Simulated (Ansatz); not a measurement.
# A computed series for Au: response to strain

Base system: Au in the fcc (Cu type) structure (space group Fm-3m, No. 225; a = 4.083 Å). Axes: x, y, z lie along the cube axes.

Strains are applied to the cell and any free atomic positions relax; under biaxial strain the out-of-plane vector relaxes too.

Computed with Ansatz (a first-principles code), PBEsol, PAW, cutoff 420 eV, scalar-relativistic without spin-orbit coupling.

Notes on the quantities. pressure: mean of the normal stresses, compression positive.

```json
[
 {"case": "base", "space group": "Fm-3m (No. 225)", "pressure": "0.0 GPa", "volume per atom": "17.02 Å³"},
 {"case": "biaxial strain −2.16 %, plane normal [111], relaxed out of plane", "space group": "R-3m (No. 166)", "pressure": "3.1 GPa", "volume per atom": "16.77 Å³"},
 {"case": "biaxial strain −0.66 %, plane normal [111], relaxed out of plane", "space group": "R-3m (No. 166)", "pressure": "0.8 GPa", "volume per atom": "16.95 Å³"},
 {"case": "uniaxial strain ε_xx = −2.17 %", "space group": "I4/mmm (No. 139)", "pressure": "4.1 GPa", "volume per atom": "16.65 Å³"},
 {"case": "uniaxial strain ε_xx = +1.25 %", "space group": "I4/mmm (No. 139)", "pressure": "-2.1 GPa", "volume per atom": "17.24 Å³"}
]
```

Without a gap, meshes like the base's 20×20×20 leave anisotropic stresses uncertain by several tenths of a GPa, and small strain energies with them. Whether these cells are dynamically stable was not tested.
